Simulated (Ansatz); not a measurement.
The parent structure is HgI$_{2}$ in the 2H-MoS2 type structure (space group P6_3/mmc, No. 194; a = 4.1546 Å, c = 14.3925 Å; a hypothetical phase, not in the database extracts checked).

The change: every Hg is replaced by Mn, then cell and atoms are relaxed.

Level of theory: plane-wave PAW DFT at the r2SCAN+rVV10 level (Ansatz, a first-principles code, 500 eV), no spin-orbit coupling.

Base, band edges from the VBM (valence, conduction): K -0.36, 1.61; H -0.53, 1.72; M -0.09, 0.66; L -0.45, 1.10; A -0.14, 1.76; Γ -0.07, 1.11 eV.

### Question
Give the band edges at the high-symmetry points of the new zone, measured from its valence-band maximum.

### Answer
```
point  valence edge (eV)  conduction edge (eV)
-----  -----------------  --------------------
Γ                  -0.01                  2.38
M                  -0.03                  1.73
K                  -0.26                  2.24
A                  -0.05                  2.43
L                  -0.32                  1.80
H                  -0.32                  2.26
```

The gap is 1.73 eV, indirect, K–Γ (31 % along) → M.

The magnetic state is the one reached from the starting moments; the real material's order can differ, and small cells can't hold many antiferromagnetic ones. Spin-orbit coupling, missing from the scalar runs, can matter with Hg and I. Stability against distortions was not tested. As relaxed here, MnI2 is a hypothetical phase, not in the database extracts checked. Where the two band edges lie in opposite spin channels, the gap is a spin-flip gap.
